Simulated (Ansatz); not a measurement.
Mn on the Si site in 4H silicon carbide: one set of geometries, relaxed with PBE, evaluated in Ansatz (PAW, plane waves to 420 eV, 500 eV under r2SCAN) with PBE, r2SCAN.

Set-up: 96-site cell; 2×2×2 shifted k-points; start: the Si(k) site; charged states image-corrected; no Hubbard U; finite-size errors of tenths of an eV; flagged in the runs: a host whose relaxation on this sampling wasn't shown to rest.

```
quantity                                                                              PBE  r2SCAN
-----------------------------------------------------------------------------------  ----  ------
host gap (eV)                                                                        2.23    2.59
ε(+1/0) above the VBM (eV)                                                           1.04    0.97
ε(0/−1) above the VBM (eV)                                                           1.46    1.43
ε(−1/−2) above the VBM (eV)                                                          1.95    1.95
largest moment on one atom at charge +1 (μB)                                         1.74    1.98
neutral formation energy against fcc-type Mn, layered antiferromagnet, silicon (eV)  3.11    3.00
largest moment on one atom at charge 0 (μB)                                          2.31    2.56
largest moment on one atom at charge −1 (μB)                                         2.82    3.06
largest moment on one atom at charge −2 (μB)                                         3.29    3.52
```

PBE narrows the gap by 0.36 eV against r2SCAN, the highest level run, and puts the levels 0.033 eV higher above the valence-band maximum on average.

Ansatz is a first-principles code.
